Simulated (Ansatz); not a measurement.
A periodic model of amorphous Si24O49Ba:

```xyz
74
Lattice="10.0021 -0.1824 0.3913 -0.1824 10.8840 0.1078 0.3913 0.1078 10.3879" Properties=species:S:1:pos:R:3 pbc="T T T"
Si     9.2692     5.1255     7.4111
Si     2.5699     2.3441     2.3629
Si     1.7842    10.3941     8.8367
Si     9.0873     5.8518     3.4806
Si     6.0358     1.4321     9.3383
Si     0.7432     7.1396     5.1007
Si     4.9207     7.8531     6.9054
Si     6.6646    -0.0991     1.2802
Si     2.7021     3.0599     5.2910
Si     6.4531     9.6213     8.4568
Si     3.1987     1.9248     7.9024
Si     1.2143     4.7553     1.3502
Si     6.6763     4.7197     2.8102
Si     7.9031     3.7158     5.2171
Si     9.2489     9.4278     0.4729
Si     2.2045     8.1341     7.1570
Si     4.0769     4.5261     1.2211
Si     5.4988     6.5077     9.7986
Si     7.6820     2.5183     0.7714
Si     0.6769     3.5294     9.2338
Si     8.3672     7.4398     9.3948
Si     1.9226    10.3789     1.2412
Si     4.5422     8.8746     0.8511
Si     3.2641     6.1492     5.5539
O      5.1658     5.0001     2.3216
O      7.8764     8.8656     8.7231
O      5.6547     9.4708     1.9489
O      8.0731     2.1804     5.5281
O      2.4997     0.4409     7.5113
O      0.1727     5.8488     1.9068
O      6.8131     0.3761     8.2864
O      2.2638     6.9424     4.4962
O      3.2153     4.6185     5.1698
O      1.9665     2.6541     8.7219
O      7.0970     2.5936     9.8044
O      0.1819    10.5755     9.1444
O      9.4204     7.9437    10.5438
O      4.7945     6.7883     5.6531
O      3.6946     2.5391     6.5066
O      6.0811     9.0056     6.9761
O      3.7344     2.9179     1.3330
O      0.3940     9.7511     1.2581
O      7.8282    10.0952     0.8010
O      1.9118     8.7746     8.6201
O      5.4414     0.4974     0.3460
O      2.7984     0.0732     9.9906
O      2.1915     0.7743     2.1069
O      1.1994     2.7092     5.6276
O      7.1142     6.6142     9.9967
O      7.4616     3.8720     1.6229
O      5.0028     4.9794    10.0933
O      3.0895     9.2780     1.4885
O      2.7105     5.3558     1.5257
O      5.3485     9.3284     9.6364
O      9.8458     3.9199     8.3520
O      7.9248     4.6362     6.6321
O      1.2655     4.7267    10.1463
O      3.6087     8.8438     6.7300
O      9.0878     4.4379     4.2862
O      9.5946     7.1660     4.3619
O      5.0771     6.9602     8.2877
O      7.3079     1.3018     1.8537
O      7.5657     6.1116     2.9347
O      3.1708     2.4017     3.8580
O      0.9131     8.4288     6.1522
O      0.3706     5.7936     5.9320
O      2.5997     6.5354     7.0703
O      6.5653     4.0194     4.2789
O      1.2300     3.2732     2.0891
O      9.0648     6.4683     8.3217
O      4.4881     7.2630     0.6692
O      9.6036     2.4880    10.5524
O      4.5907     1.8716     8.7745
Ba     9.6400     0.7959     6.5664
```

Computed with PBE, scalar-relativistic without spin-orbit coupling (plane waves to 420 eV, PAW; Ansatz, an electronic-structure program).

It comes from a melt-quench run on a machine-learned potential (CHGNet), relaxed afterwards by DFT. O atoms were pushed apart under 1.9 Å during the dynamics, to hinder bonds among them. The hot cell started wider than the set density and was brought back towards it in steps. It is the lowest in DFT energy of 2 quenches. It is a model cell: composition and starting density were chosen by hand, and all elements were melted together. No dispersion term was used. Its density started from a set value of 2.35 and ended at 2.35 g/cm³. The quench (nominally 320 K/ps over its main leg) was far faster than any real one, so the model tends to hold more defects than a real film. Values belong to this one cell and scatter from quench to quench. The volume was held where the preparation left it and the shape relaxed, at a PBE pressure of 1.5 GPa. Stress components on the final sampling reach 1.6 GPa.

Cut-offs for bonds: Si-Si 2.60 Å, Si-O 1.90 Å, Si-Ba 3.59 Å, O-O 1.58 Å, O-Ba 3.37 Å, Ba-Ba 4.73 Å. Two cations that share two anions don't count as bonded, nor two that share one unless they lie closer than Si-Si 2.38 Å, Si-Ba 3.49 Å, Ba-Ba 4.60 Å.

Give the coordination numbers, mean bond lengths and angles.


The mean coordination of Si by anions is 4.00 (24 with 4) and the mean coordination of O is 2.06 (46 with 2, 3 with 3). The mean coordination of Ba by anions comes out as 5.00 (1 with 5) and the mean Si-O bond comes out as 1.640 Å (spread 0.023 Å, 96 counted). The mean O-Ba bond is 2.898 Å (spread 0.438 Å, 5 counted) and the bond angle at Si is mean 109.5°, spread 6.1°. The bond angle at O is mean 130.0°, spread 17.5° and the bond angle at Ba comes out as mean 101.5°, spread 34.2°.

Which atoms depart from the most common coordination of their element?

O29 has 3 (Si3 1.62 Å, Si11 1.69 Å, Ba74 3.20 Å); O31 has 3 (Si10 1.65 Å, Si5 1.68 Å, Ba74 3.34 Å); O36 has 3 (Si3 1.64 Å, Si15 1.67 Å, Ba74 3.22 Å).

List the pairs of like atoms that count as bonded by the rules above.

There are none by these rules.
